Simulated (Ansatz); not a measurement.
End structure of a constructed model of the (0001) surface of hcp Ti, a pseudomorphic layer of Rh in the host's stacking (bottom of the slab: a bare face, its two planes held):

```xyz
7
Lattice="2.9386 0.0000 0.0000 -1.4693 2.5449 0.0000 0.0000 0.0000 30.5000" Properties=species:S:1:pos:R:3 pbc="T T T"
Ti     1.4693     0.8483     8.1145
Ti     0.0000     1.6966    10.4403
Ti     1.4693     0.8483    12.8075
Ti     0.0000     1.6966    15.1097
Ti     1.4693     0.8483    17.4829
Ti     0.0000     1.6966    19.8045
Rh     1.4693     0.8483    21.6795
```

Model: 7-atom slab, 13.6 Å thick at the start, 15x15x1 mesh, Fermi-Dirac 0.1 eV, dipole correction, single point; on the structure that PBE left under its start's symmetry; no spin, no spin-orbit, no U. In PBE it is, or lies within 0.01 eV a 1x1 cell of, the lowest of the 2 structures of its composition computed so far; larger cells were not tried.

Question: Give the work function of the top face at the level Ansatz (a quantum-chemistry and plane-wave program) with r2SCAN, at the PBE geometry.

Answer: 4.43 eV
